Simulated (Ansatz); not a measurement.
Worked calculations on one periodic cell of amorphous Zr$_{20}$O$_{43}$Y$_{2}$: Zr20O43Y2, 65 atoms, volume 790.3 Å³, made by a melt-quench on the CHGNet potential and relaxed with DFT. O atoms were pushed apart under 1.9 Å during the dynamics, to hinder bonds among them. It is a model cell: composition and starting density were chosen by hand, and all elements were melted together. Cycles of charging were run to anneal it. All values below come from PBE, scalar-relativistic without spin-orbit coupling (plane waves to 420 eV, PAW; Ansatz, a quantum-chemistry and plane-wave program). Sampling: a 2×2×2 Γ-centred mesh; Fermi-Dirac width 0.02 eV; no spin polarisation. Its volume was relaxed, its shape was held as a cube, and it stands at a mean pressure of 0.0 GPa with stress components up to 2.0 GPa; the relaxation ran on the zone centre alone. Its density went from a set 5.28 to 5.65 g/cm³. The cell is small and was quenched far faster than a real film, so it is one sample of the glass.

Q: Count formal charges (Zr +4, O -2, Y +3). What does the count lead one to expect at the Fermi level, and what does the calculation give?

A: 20 × (+4) + 43 × (-2) + 2 × (+3) = 0. The charges balance, so the anion-derived valence states can be full and a gap can open. On this mesh the highest filled and lowest empty level lie 3.23 eV apart, the PBE gap of this cell, with a localised state at one edge or both.

Four energies for an added electron at PBE on the zone centre alone (charged cells in a uniform background, spin-polarised): neutral at the neutral geometry -115881.086 eV; charged at the neutral geometry -115867.422 eV; charged and relaxed -115867.605 eV; neutral at the charged geometry -115880.826 eV.

Q: Find the two relaxation energies and their sum, the reorganisation energy.

A: On charging: -115867.422 − (-115867.605) = 0.183 eV. On discharging: -115880.826 − (-115881.086) = 0.260 eV. The sum is 0.443 eV. The carrier's level spreads over 12 of the 65 atoms' worth, so it counts as partly localised, most on one Zr atom with neighbours O 2.08 Å, O 2.16 Å, O 2.19 Å, O 2.26 Å, O 2.27 Å, O 2.27 Å, O 2.28 Å (neutral geometry). The values are uncorrected: the image energy of a point charge in this cell, 2.84 × 14.40 / (2 × 9.2) = 2.2 eV before screening, is screened by electrons alone at the fixed geometry and by ions too after relaxing, and the carrier can be spread before it relaxes, so each term can be off by up to that value times 1/ε∞, some tenths of an eV. PBE's self-interaction favours spread-out carriers, so a hybrid can localise more.

Four energies for a hole at PBE on the zone centre alone (charged cells in a uniform background, spin-polarised): neutral at the neutral geometry -115881.086 eV; charged at the neutral geometry -115891.291 eV; charged and relaxed -115891.632 eV; neutral at the charged geometry -115880.181 eV.

Q: Find the two relaxation energies and their sum, the reorganisation energy.

A: On charging: -115891.291 − (-115891.632) = 0.341 eV. On discharging: -115880.181 − (-115881.086) = 0.905 eV. The sum is 1.246 eV. The carrier's level spreads over 4 of the 65 atoms' worth, so it counts as localised, most on one O atom with neighbours Zr 2.03 Å, Zr 2.07 Å, Zr 2.13 Å (neutral geometry). The values are uncorrected: the image energy of a point charge in this cell, 2.84 × 14.40 / (2 × 9.2) = 2.2 eV before screening, is screened by electrons alone at the fixed geometry and by ions too after relaxing, and the carrier can be spread before it relaxes, so each term can be off by up to that value times 1/ε∞, some tenths of an eV. PBE's self-interaction favours spread-out carriers, so a hybrid can localise more.
